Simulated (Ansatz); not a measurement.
We consider fluorite AuAl2, described by LDA (PAW; Ansatz, a first-principles code).

Settings: plane-wave cutoff 520 eV, 12×12×12 k mesh, Fermi–Dirac smearing 0.1 eV, perturbation theory, scalar-relativistic PAW data made under PBE.

Computed at the level's own relaxed cell.

```xyz
3
Lattice="0.0000 2.9780 2.9780 2.9780 0.0000 2.9780 2.9780 2.9780 0.0000" Properties=species:S:1:pos:R:3 pbc="T T T"
Al     1.4890     1.4890     1.4890
Al     4.4670     4.4670     4.4670
Au     0.0000     0.0000     0.0000
```

Harmonic phonon frequencies (cm⁻¹; i marks an imaginary mode):

```json
[
 {"q point": "Γ", "frequencies": "0 0 0 234 234 234 268 268 268"},
 {"q point": "X", "frequencies": "92 92 126 210 218 218 302 308 308"},
 {"q point": "L", "frequencies": "62 62 125 256 256 269 269 278 291"},
 {"q point": "W", "frequencies": "93 107 107 211 218 272 272 307 331"}
]
```

No imaginary mode appears at these points.
